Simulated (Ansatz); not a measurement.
**Ca_Al in metastable zinc-blende AlN**

Level of theory: PBE, PAW (plane waves to 420 eV; Ansatz, a program for electronic structure). The supercell holds 64 host sites (2×2×2 repeats of the unit cell), with a 2×2×2 shifted k-point sampling for the final energies. Site at the start: the Al site. Energies of charged states are corrected for periodic images (point charge plus alignment at distant sites). Dielectric constants: PBE linear response of the host. Host gap at this level: 3.31 eV. These values are not converged in cell size to better than tenths of an eV. PBE underestimates the host's gap, which shifts levels and can delocalise carriers. Spin–orbit coupling is left out. Each state is the lowest found from its start.

```json
[
 {"charge": "+1†", "moment (μB)": "2.0", "largest move off a lattice site (Å)": "0.31", "image correction with alignment (eV)": "0.37", "above the lowest spin state (eV)": "0.00"},
 {"charge": "+1†", "moment (μB)": "not spin-polarised", "largest move off a lattice site (Å)": "0.31", "image correction with alignment (eV)": "0.35", "above the lowest spin state (eV)": "0.20"},
 {"charge": "0†", "moment (μB)": "1.0", "largest move off a lattice site (Å)": "0.30", "image correction with alignment (eV)": "0.00", "above the lowest spin state (eV)": "0.00"},
 {"charge": "−1", "moment (μB)": "not spin-polarised", "largest move off a lattice site (Å)": "0.28", "image correction with alignment (eV)": "0.05", "above the lowest spin state (eV)": "0.00"}
]
```

† Not settled in this cell, so no level is given: charge +1: a level filled in part; charge 0: a level filled in part.

Flagged in the runs: a doubtful potential alignment.
